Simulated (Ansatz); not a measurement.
**Si vacancy + N on the C site (4H silicon carbide host)**

All values below come from PBE, PAW (plane waves to 420 eV; Ansatz, a program for electronic structure). The supercell holds 96 host sites (3×2×1 repeats of the unit cell), with a 2×2×2 shifted k-point sampling for the final energies. Sites at the start: the Si(h) site; C(h) 1.90 Å away, along c. Finite-size correction: monopole term and site-potential alignment. Dielectric constants: PBE linear response of the host. Host gap at this level: 2.23 eV. A cell of this size leaves errors of a few tenths of an eV. PBE underestimates the host's gap, which shifts levels and can delocalise carriers. Spin–orbit coupling is left out. Each state is the lowest found from its start.

Formation energies E_f are given with the Fermi level at the valence-band maximum. Chemical conditions: C-rich (Δμ(C) = 0.00 eV, Δμ(Si) = -0.41 eV, Δμ(N) = -1.55 eV, bounded by beta Si3N4; only phases computed here count, gases as isolated molecules at 0 K); Si-rich (Δμ(C) = -0.41 eV, Δμ(Si) = 0.00 eV, Δμ(N) = -1.86 eV, bounded by beta Si3N4; only phases computed here count, gases as isolated molecules at 0 K). Reference phases: C: graphite, N: N2 molecule in a box, Si: silicon.

```json
[
 {"charge": "+1†", "moment (μB)": "0 in all, 0.20 on one atom", "largest move off a lattice site (Å)": "0.24", "image correction with alignment (eV)": "-0.07", "E_f, C-rich (eV)": "–", "E_f, Si-rich (eV)": "–", "above the lowest spin state (eV)": "0.00"},
 {"charge": "+1†", "moment (μB)": "not spin-polarised", "largest move off a lattice site (Å)": "0.23", "image correction with alignment (eV)": "-0.07", "E_f, C-rich (eV)": "–", "E_f, Si-rich (eV)": "–", "above the lowest spin state (eV)": "0.01"},
 {"charge": "0", "moment (μB)": "1.0", "largest move off a lattice site (Å)": "0.21", "image correction with alignment (eV)": "0.00", "E_f, C-rich (eV)": "5.78", "E_f, Si-rich (eV)": "6.09", "above the lowest spin state (eV)": "0.00"},
 {"charge": "0", "moment (μB)": "1.0", "largest move off a lattice site (Å)": "0.21", "image correction with alignment (eV)": "0.00", "E_f, C-rich (eV)": "5.78", "E_f, Si-rich (eV)": "6.09", "above the lowest spin state (eV)": "0.00"},
 {"charge": "−1", "moment (μB)": "2.0", "largest move off a lattice site (Å)": "0.23", "image correction with alignment (eV)": "0.43", "E_f, C-rich (eV)": "6.65", "E_f, Si-rich (eV)": "6.96", "above the lowest spin state (eV)": "0.00"},
 {"charge": "−1", "moment (μB)": "not spin-polarised", "largest move off a lattice site (Å)": "0.24", "image correction with alignment (eV)": "0.41", "E_f, C-rich (eV)": "6.83", "E_f, Si-rich (eV)": "7.14", "above the lowest spin state (eV)": "0.18"},
 {"charge": "−2", "moment (μB)": "1.0", "largest move off a lattice site (Å)": "0.25", "image correction with alignment (eV)": "1.23", "E_f, C-rich (eV)": "8.42", "E_f, Si-rich (eV)": "8.73", "above the lowest spin state (eV)": "0.00"},
 {"charge": "−2", "moment (μB)": "1.0", "largest move off a lattice site (Å)": "0.25", "image correction with alignment (eV)": "1.23", "E_f, C-rich (eV)": "8.42", "E_f, Si-rich (eV)": "8.73", "above the lowest spin state (eV)": "0.00"}
]
```

† Not settled in this cell, so no level is given: charge +1: level within 0.1 eV of a band edge or past it.

Starting moments that weren't kept: charge +1 began with 2 μB and ended with 0.0; charge 0 began with 3 μB and ended with 1.0; charge −2 began with 3 μB and ended with 1.0.

Transition levels above the valence-band maximum: ε(0/−1) = 0.88 eV; ε(−1/−2) = 1.77 eV. On the lower envelope of the bound states, inside the gap: (0/−1) at 0.88 eV; (−1/−2) at 1.77 eV.

Flagged in the runs: a host whose relaxation on this sampling wasn't shown to rest.

All states together cost around 4 core-hours (rough).
